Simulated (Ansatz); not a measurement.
Consider MoS2 in the 2H-MoS2 type structure (space group P6_3/mmc, No. 194; a = 3.109 Å, c = 11.709 Å; layered, stacked along the Cartesian z axis).

Perturbation: cell and atoms relaxed at a pressure of 3 GPa.

Levels (all Ansatz, a program for electronic structure, PAW): PBEsol-D3(BJ) (420 eV, no spin-orbit coupling); r2SCAN (500 eV, spin-orbit coupling left out); HSE06 (420 eV, spin-orbit coupling left out).

At the geometry relaxed with PBEsol-D3(BJ), these levels gave the following band gaps, in shuffled order: (a) 0.35 eV, (b) 0.51 eV, (c) 0.89 eV.

Q: Match each gap to its level.

A: (a) PBEsol-D3(BJ); (b) r2SCAN; (c) HSE06.

Single points use the geometry relaxed with PBEsol-D3(BJ). The hybrid gap comes from the SCF mesh plus the semilocal run's edge points and a few special points and is an upper bound. Load acts through the strain it causes; cell and atoms are relaxed under it. No phonon test of stability was made.
